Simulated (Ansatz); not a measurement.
A self-consistent single point of WC (P-6m2, 2 atoms in the cell) with Ansatz (a first-principles code).

Method: PBE with spin-orbit coupling (plane waves, PAW; Ansatz).

```xyz
2
Lattice="1.4550 -2.5201 0.0000 1.4550 2.5201 0.0000 0.0000 0.0000 2.8400" Properties=species:S:1:pos:R:3 pbc="T T T"
W      0.0000     0.0000     0.0000
C      1.4550     0.8400     1.4200
```

Reference input (self-consistent single point, DFT, PBE, plane waves, default PAW files): kpoints.mp_grid.grid = 17 17 15; hamiltonian.xc = pbe; hamiltonian.pseudopotentials = {kind: paw} (the program's default PAW files); scf.occupations.method = gaussian; scf.occupations.width = 0.272 eV. This run's input differs from it in these lines:

Ansatz 0.2 input:
```diff
@@ -14,2 +14,5 @@
   pseudopotentials: { kind: paw }
+magnetization:
+  noncollinear: true
+  spin_orbit: true
 scf:
```

Output, abridged:

```
SCF iter   1: F=—  HF=-10661.935040 eV  |F-HF|=—  |Δ(HF+E_count)|=         —  Δρ=1.36e-1  dr2=5.17e0  dr2_m=0.00e0 (ungated)  ethr=3.10e-3  |M|=0.00e0 ∫|m|=0.00e0 μB  |m|>n=0.0e0 m-floor=0.0e0 τ_xc=0.0e0  β_m=0.30  ⟨swp⟩=5.7  Hψ=33985  notcnv=0
all-band conjugate gradients solve this SCF's bands
preconditioner: auto → none
   [... lines left out ...]
SCF iter   6: F=—  HF=-10660.683189 eV  |F-HF|=—  |Δ(HF+E_count)|=   2.11e-6  Δρ=3.85e-5  dr2=1.56e-7  dr2_m=0.00e0 (ungated)  ethr=4.30e-8  |M|=0.00e0 ∫|m|=0.00e0 μB  |m|>n=0.0e0 m-floor=0.0e0 τ_xc=0.0e0  β_m=0.83  ⟨swp⟩=2.3  Hψ=10024  notcnv=0  defer=675
SCF iter   7: F=-10660.683189 eV  HF=-10660.683189 eV  |F-HF|=6.65e-9  |Δ(HF+E_count)|=   1.64e-8  Δρ=6.22e-6  dr2=8.81e-9  dr2_m=0.00e0 (ungated)  ethr=5.56e-10  |M|=0.00e0 ∫|m|=0.00e0 μB  |m|>n=0.0e0 m-floor=0.0e0 τ_xc=0.0e0  ⟨swp⟩=10.8  Hψ=33079  notcnv=0
SCF 1 converged in 7 iterations: F = -10660.683189 eV  dr2 = 8.81e-9
Magnetization: |M| = 0.0000 μB,  M = (+0.0000, +0.0000, +0.0000) μB
Absolute magnetization: 0.0000 μB (∫|m|)
  site 0: m = (+0.0000, +0.0000, +0.0000) μB, |m| = 0.0000 μB  (R = 0.91 Å)
  site 1: m = (+0.0000, +0.0000, +0.0000) μB, |m| = 0.0000 μB  (R = 0.91 Å)
Free energy (F): -10660.683189 eV
Internal energy: -10660.672496 eV  (E = F + TS)
E sigma→0 (E₀):  -10660.677842 eV
Entropy (-TS):   -0.010693 eV (-5.346 meV/atom)
Fermi energy:    20.540217 eV
--- Forces (eV/Å), atoms counted from 1 ---
  atom   1  W      0.00000000    -0.00000000     0.00000000
  atom   2  C      0.00000000    -0.00000000     0.00000000
--- Stress (GPa, compression-positive) ---
        4.032914       0.000000       0.000000
        0.000000       4.032914       0.000000
        0.000000       0.000000       3.282316
  P = ⅓ Tr σ = 3.7827 GPa (37.827 kbar)
  The stress holds the Pulay correction. Without it, at fixed plane waves, as pw.x and ABINIT print it: P = 3.4726 GPa
```

The run converged in 7 iterations. Against the reference run the pressure goes from 4.14 to 3.78 GPa.

The starting cell has typed, rounded lattice constants, without a prior relaxation at this level. With a pressure of about 4 GPa the cell is away from its equilibrium volume at this level. Ansatz's pressure includes its estimate of the finite-basis (Pulay) stress.
